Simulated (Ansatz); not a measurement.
Take TiC in the rock salt structure (space group Fm-3m, No. 225) as the base.

```xyz
2
Lattice="0.0000 2.1466 2.1466 2.1466 0.0000 2.1466 2.1466 2.1466 0.0000" Properties=species:S:1:pos:R:3 pbc="T T T"
C      0.0000     0.0000     0.0000
Ti     2.1466     2.1466     2.1466
```

The values are results of PBEsol (Ansatz, an electronic-structure program, PAW, spin-orbit coupling left out), not measurements.

One change was made to it. Results:

| quantity | base | after |
|---|---|---|
| shortest interatomic distance | 2.147 Å | 2.576 Å |
| band gap | zero | zero |
| density | 5.03 g/cm³ | 2.53 g/cm³ |

Q: Name the change that was made.
A. Ti → Ca
B. Ti → Cd
C. Ti → Be
D. C → B

A: A, Ti → Ca. For comparison, the shortest interatomic distance in the other runs: C → B gives 2.245 Å; Ti → Be gives 1.921 Å; Ti → Cd gives 2.375 Å.

Whether these cells are dynamically stable was not tested. As relaxed here, CaC, TiB, BeC and CdC are hypothetical phases, not in the database extracts checked. The final runs are not spin-polarised. An odd electron count without spin: TiB.
